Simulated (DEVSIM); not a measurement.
System: Schottky contact on n-type Si, at 300 K.

Layer 1 from the left is Si, thickness (μm) 7.10, Nd (cm⁻³) 1.6e15, τn (s) 0.00073, τp (s) 0.00073.

Left contact: Schottky, work function 4.65 eV, emission velocity 1.6e6 cm/s. Right contact: ohmic. Voltage is applied to the left contact. Recombination: SRH at mid-gap, Auger. Mobility is constant in doping.

Constants are typed, rounded textbook-type inputs, not results; the design itself was drawn at random and stands for no fabricated device. Values at 300 K.

Si: gap (eV) 1.124, affinity (eV) 4.05, permittivity 11.7, Nc (cm⁻³) 2.86e19, Nv (cm⁻³) 3.1e19, μn (cm²/Vs) 1417, μp (cm²/Vs) 470, Cn (cm⁶/s) 2.8e-31, Cp (cm⁶/s) 9.9e-32.

Model (solved in DEVSIM): 1D drift-diffusion, Boltzmann statistics, complete ionisation; no tunnelling, impact ionisation, image-force lowering or self-heating. Metal contacts follow the ideal Schottky-Mott rule: no Fermi-level pinning, no interface dipoles.

Dark forward current:

| |V| (V) | |J| (A/cm²) |
|---|---|
| 0.05 | 0.003274 |
| 0.10 | 0.02558 |
| 0.15 | 0.1752 |
| 0.20 | 1.104 |
| 0.25 | 5.354 |
| 0.30 | 16.03 |
| 0.35 | 32.16 |
| 0.40 | 51.44 |
| 0.45 | 72.50 |
| 0.50 | 94.63 |
| 0.55 | 117.5 |
| 0.60 | 140.8 |
| 0.65 | 164.6 |
| 0.70 | 188.5 |
| 0.75 | 212.8 |
| 0.80 | 237.2 |
| 0.85 | 261.7 |
| 0.90 | 286.3 |
| 0.95 | 311.1 |
| 1.00 | 335.9 |
| 1.05 | 360.9 |
| 1.10 | 385.8 |
| 1.15 | 410.9 |
| 1.20 | 436.0 |
| 1.25 | 461.1 |
| 1.30 | 486.3 |

Task: Work out the local ideality factor n = ΔV / (kT/q · ln(J2/J1)) between the rows 0.15 and 0.20 V, 1.25 and 1.30 V.

Result: kT/q = 25.85 mV. From 0.15 to 0.20 V: ln(1.104/0.1752) = 1.841, n = 1.05, near the 1 of diffusion or emission over a barrier. From 1.25 to 1.30 V: ln(486.3/461.1) = 0.053, n = 36.35; the layers' resistance at their doping, Σ W/(qμN) = 0.0020 Ω cm², would take 49 mV of this step of 50 mV.

Task: Estimate the current at 0.15 V for emission alone, J0 = q v N_band exp(−φB/kT), and read the barrier back from the simulated current.

Result: φB = 0.600 eV, N_band = 2.86e19 cm⁻³, J0 = 0.000609 A/cm²; J = J0 (exp(qV/kT) − 1) = 0.201 A/cm². The simulation gives 0.175 A/cm²; the estimate lies 15 % above. Read backwards, the simulated current gives an apparent barrier of 0.604 eV. The estimate leaves out transport through the depletion region and minority injection.
